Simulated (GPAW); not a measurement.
Worked example: self-consistent single point of MgO (Fm-3m, 2 atoms in the cell) in GPAW.

Computed with PBE, GPAW PAW datasets PBE (gpaw-data 1.0.1) (plane waves; GPAW).

The change in words: lattice scaled by 0.98. Reference geometry:
```xyz
2
Lattice="0.0000 2.1050 2.1050 2.1050 0.0000 2.1050 2.1050 2.1050 0.0000" Properties=species:S:1:pos:R:3 pbc="T T T"
Mg     0.0000     0.0000     0.0000
O      2.1050     2.1050     2.1050
```

Reference input (self-consistent single point, DFT PBE, plane waves, GPAW PAW datasets PBE (gpaw-data 1.0.1)): mode = pw; ecut = 550 eV; xc = PBE; kpts = 7 7 7; mesh shift (steps) = 0 0 0; occupations.name = fermi-dirac; occupations.width = 0.01 eV; nbands = -8; convergence.density = 1e-05 e/electron; convergence.energy = 1e-05 eV/electron; convergence.bands = -6; symmetry.symmorphic = false. This run's input differs from it in these lines:

```diff
@@ -5,5 +5,5 @@
 atoms = Atoms(['Mg', 'O'],
-              cell=[[0.000000, 2.105000, 2.105000],
-                    [2.105000, 0.000000, 2.105000],
-                    [2.105000, 2.105000, 0.000000]],
+              cell=[[0.000000, 2.062900, 2.062900],
+                    [2.062900, 0.000000, 2.062900],
+                    [2.062900, 2.062900, 0.000000]],
               scaled_positions=[[0.000000, 0.000000, 0.000000],
```

The program printed (abridged):

```
     iter     time        total  log10-change:
                         energy   eigst   dens
iter:   1 --:--:--   -13.216825   +0.97
iter:   2 --:--:--   -12.888460   -0.05  -1.03
iter:   3 --:--:--   -11.950205   -1.18  -1.08
iter:   4 --:--:--   -11.948886   -2.08  -1.41
iter:   5 --:--:--   -11.939502   -2.30  -1.63
iter:   6 --:--:--   -11.939057   -3.59  -2.62
iter:   7 --:--:--   -11.938603   -4.36  -2.67
iter:   8 --:--:--   -11.938341   -4.53  -2.92
iter:   9 --:--:--   -11.938247   -5.10  -3.27
iter:  10 --:--:--   -11.938232c  -6.29  -3.64
iter:  11 --:--:--   -11.938232c  -8.53c -5.15c
Converged after 11 iterations.

Dipole moment: (0.000000, 0.000000, 0.000000) |e|*Ang

Energy contributions relative to reference atoms: (reference = -7490.497190)

Kinetic:        +15.158795
Potential:      -12.016345
External:        +0.000000
XC:             -15.135616
Entropy (-ST):   -0.000000
Local:           +0.054935
SIC:             +0.000000
--------------------------
Free energy:    -11.938232
Extrapolated:   -11.938232

Showing only first 2 kpts
 Kpt  Band  Eigenvalues  Occupancy
  0     6      5.47720    2.00000
  0     7      5.47720    2.00000
  0     8     10.86712    0.00000
  0     9     21.67144    0.00000

  1     6      5.16284    2.00000
  1     7      5.16312    2.00000
  1     8     12.36994    0.00000
  1     9     18.97093    0.00000

Fermi level: 6.23010

Gap: 5.390 eV
Transition (v -> c):
  (s=0, k=0, n=7, [0.00, 0.00, 0.00]) -> (s=0, k=0, n=8, [0.00, 0.00, 0.00])
No difference between direct/indirect transitions
Energy (eV): -11.938232

Forces in eV/Ang:
  0 Mg    0.00000    0.00000    0.00000
  1 O     0.00000   -0.00000    0.00000

Stress tensor:
    -0.039303    -0.000000     0.000000
    -0.000000    -0.039303    -0.000000
     0.000000    -0.000000    -0.039303
Stress (GPa, Voigt): [-6.2971 -6.2971 -6.2971 -0.      0.     -0.    ]
```

The run converged in 11 iterations. GPAW prints stress with tension positive. Against the reference run the free energy goes up by 35.8 meV/atom and the gap on the mesh goes from 4.765 to 5.390 eV.

At such cutoffs GPAW's stress carries a finite-basis (Pulay) error, which enters relaxed cells too; its log prints stress with tension positive.

The starting cell has typed, rounded lattice constants, without a prior relaxation at this level. For this run, on top of that: lattice scaled by 0.98.
